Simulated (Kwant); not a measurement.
Model system: wire with one Gaussian impurity in a InAs two-dimensional gas. Effective mass 0.023 mₑ, grid spacing 12 nm, hard walls, nominal width 300 nm (25 grid rows, so walls 312 nm apart), one parabolic valley, scattering region 900 nm long along x; energies count from the band bottom; Fermi energy swept from 0.00014533 to 0.0030882 eV. Impurity U exp(−r²/2σ²), U = 0.00075 eV, σ = 31 nm, 60 nm off the axis.

The device is made up for the run: typed textbook-type constants, with dimensions and the other settings drawn at random.

Model: effective-mass tight-binding model on a square grid, one spin, coherent transport at 0 K (Kwant). Conductance is in e²/h.

Sweep values stay those of the base run.

Base results: G (e²/h) at E = 0.8625 meV 1.65; mean G (e²/h) over the sweep 2.35; G (e²/h) at E = 2.346 meV 2.99; G (e²/h) at E = 1.604 meV 2.78.

Q: What follows from this one change: impurity strength 0.00075 → 0.00038 eV?

A: G at E = 0.8625 meV 1.65 → 1.90 e²/h; mean G over the sweep 2.35 → 2.45 e²/h; G at E = 2.346 meV little changed (3.00 e²/h); G at E = 1.604 meV 2.78 → 2.94 e²/h.

Q: What follows from this one change: effective mass 0.023 → 0.03 mₑ?

A: G at E = 0.8625 meV 1.65 → 1.77 e²/h; mean G over the sweep 2.35 → 2.72 e²/h; G at E = 2.346 meV 2.99 → 3.92 e²/h; G at E = 1.604 meV 2.78 → 2.96 e²/h.
